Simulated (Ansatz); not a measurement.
Phonons of TlCl in the CsCl type structure at temperature

Method: the stochastic self-consistent harmonic approximation in a 3×3×3 supercell, PBE in Ansatz (a program for electronic structure). Spin-orbit coupling is not included. The cell is fixed at its relaxed static size. Melting and transitions to other phases are not modelled. An odd repeat of the supercell leaves out some zone-boundary points, where instabilities often lie. Frequencies in cm⁻¹ at q = (0.00, 0.00, 0.33) (fractions of the primitive reciprocal vectors), each column in ascending order, rows equal in every column written once; i marks an imaginary mode. The auxiliary (Gaussian) frequencies are positive by construction; the free-energy Hessian decides stability.

```json
[
 {"harmonic": "5i", "Gaussian 300 K": "21", "Hessian 300 K": "16", "Gaussian 800 K": "27", "Hessian 800 K": "19"},
 {"harmonic": "57", "Gaussian 300 K": "60", "Hessian 300 K": "55", "Gaussian 800 K": "63", "Hessian 800 K": "55"},
 {"harmonic": "59", "Gaussian 300 K": "78", "Hessian 300 K": "66", "Gaussian 800 K": "91", "Hessian 800 K": "71"},
 {"harmonic": "152", "Gaussian 300 K": "160", "Hessian 300 K": "148", "Gaussian 800 K": "169", "Hessian 800 K": "152"}
]
```

- pressure at 300 K in this cell = 1.18 ± 0.01 GPa
- pressure at 800 K in this cell = 2.33 ± 0.01 GPa
- pressure near 300 K by path-integral sampling of the fitted surface = 1.38 GPa
- pressure near 800 K by path-integral sampling of the fitted surface = 2.76 GPa
- static pressure = 0.01 GPa
- largest statistical error of the Hessian column at 300 K = 2.4 cm⁻¹
- largest statistical error of the Hessian column at 800 K = 2.5 cm⁻¹

Over all wave vectors of the supercell the softest harmonic mode is 13i cm⁻¹ at q = (0.00, 0.33, 0.33); the softest of the Hessian is 13 cm⁻¹ at q = (0.00, 0.33, 0.33) at 300 K (error under 1; the run's verdict: stable), 19 cm⁻¹ at q = (0.00, 0.33, 0.33) at 800 K (error under 1; the run's verdict: stable). A stable verdict is local, and a supercell this small can stiffen soft modes, so the symmetric phase can look stable where the real crystal is distorted.
